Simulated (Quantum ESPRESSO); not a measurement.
Worked example: self-consistent single point of YAlSi (Cmcm, 6 atoms in the cell) in Quantum ESPRESSO.

Method of the run: PBEsol, PSlibrary PAW (PBE) pseudopotentials (plane waves; Quantum ESPRESSO).

The change in words: lattice scaled by 0.98. Reference geometry:
```
YAlSi
1.0
    1.99012     5.16931     0.00000
   -1.99012     5.16931     0.00000
    0.00000     0.00000     5.70503
Y Al Si
2 2 2
Direct
  0.69480   0.69480   0.75000
  0.30520   0.30520   0.25000
  0.00000   0.00000   0.50000
  0.00000   0.00000   0.00000
  0.59831   0.59831   0.25000
  0.40169   0.40169   0.75000
```

Reference input (self-consistent single point, DFT, PBEsol, plane waves, PSlibrary PAW (PBE) pseudopotentials): ecutwfc = 50 Ry; ecutrho = 350 Ry; occupations = smearing; smearing = fermi-dirac; degauss = 0.0073499 Ry; input_dft = pbesol; K_POINTS = automatic 6 6 4 0 0 0; conv_thr = 1e-10 Ry; mixing_beta = 0.4. This run's input differs from it in these lines:

```diff
@@ -10,5 +10,5 @@
     ibrav = 9
-    celldm(1) = 7.52158241
-    celldm(2) = 2.5974800578
-    celldm(3) = 1.4333345895
+    celldm(1) = 7.37114887
+    celldm(2) = 2.5974808262
+    celldm(3) = 1.4333348544
     nat = 6
@@ -31,8 +31,8 @@
 ATOMIC_POSITIONS {angstrom}
-Y    -1.99012500    2.01396318   -1.42625750
-Y    -1.99012500   -2.01396318   -4.27877250
-Al    0.00000000    0.00000000   -2.85251500
+Y    -1.95032200    1.97368399   -1.39773225
+Y    -1.95032200   -1.97368399   -4.19319675
+Al    0.00000000    0.00000000   -2.79546450
 Al    0.00000000    0.00000000    0.00000000
-Si   -1.99012500    1.01638973   -4.27877250
-Si   -1.99012500   -1.01638973   -1.42625750
+Si   -1.95032200    0.99606198   -4.19319675
+Si   -1.95032200   -0.99606198   -1.39773225
 K_POINTS {automatic}
```

Output (repeated stretches shortened):

```
     Self-consistent Calculation

     iteration #  1     ecut=    50.00 Ry     beta= 0.40

     Threshold (ethr) on eigenvalues was too large:
     Diagonalizing with lowered threshold

     total energy              =    -726.08070000 Ry
     estimated scf accuracy    <       0.07214687 Ry

     iteration #  2     ecut=    50.00 Ry     beta= 0.40

     total energy              =    -726.08685251 Ry
     estimated scf accuracy    <       0.01042655 Ry

     iteration #  3     ecut=    50.00 Ry     beta= 0.40

     total energy              =    -726.08718906 Ry
     estimated scf accuracy    <       0.00216692 Ry

   [... 6 blocks of this kind left out ...]

     iteration # 10     ecut=    50.00 Ry     beta= 0.40

     total energy              =    -726.08742188 Ry
     estimated scf accuracy    <          1.2E-09 Ry

     iteration # 11     ecut=    50.00 Ry     beta= 0.40
     End of self-consistent calculation

     the Fermi energy is    10.7347 ev

!    total energy              =    -726.08742189 Ry
     estimated scf accuracy    <          2.2E-11 Ry
     smearing contrib. (-TS)   =      -0.00405272 Ry
     internal energy E=F+TS    =    -726.08336916 Ry

     convergence has been achieved in  11 iterations

     Forces acting on atoms (cartesian axes, Ry/au):

     atom    1 type  1   force =    -0.00000000    0.00395777    0.00000000
     atom    2 type  1   force =    -0.00000000   -0.00395777   -0.00000000
     atom    3 type  2   force =     0.00000000    0.00000000    0.00000000
     atom    4 type  2   force =     0.00000000    0.00000000    0.00000000
     atom    5 type  3   force =    -0.00000000    0.00517458    0.00000000
     atom    6 type  3   force =     0.00000000   -0.00517458    0.00000000

     Total force =     0.009213     Total SCF correction =     0.000005

          total   stress  (Ry/bohr**3)                   (kbar)     P=       41.13
   0.00036327  -0.00000000   0.00000000           53.44       -0.00        0.00
  -0.00000000   0.00021509   0.00000000           -0.00       31.64        0.00
   0.00000000   0.00000000   0.00026038            0.00        0.00       38.30

   JOB DONE.
```

The run converged in 11 iterations. Against the reference run the free energy goes up by 7.5 meV/atom, the pressure goes from -1.91 to 4.11 GPa and the largest force goes from 0.103 to 0.133 eV/Å. The full log also holds: “c_bands:  1 eigenvalues not converged”.

The starting cell comes from a database of computed structures (which also holds hypothetical and non-ambient phases and stackings), without a prior relaxation at this level. For this run, on top of that: lattice scaled by 0.98. With a pressure of about 4 GPa the cell is away from its equilibrium volume at this level.

Cost on one core of a shared machine: roughly 3 min.
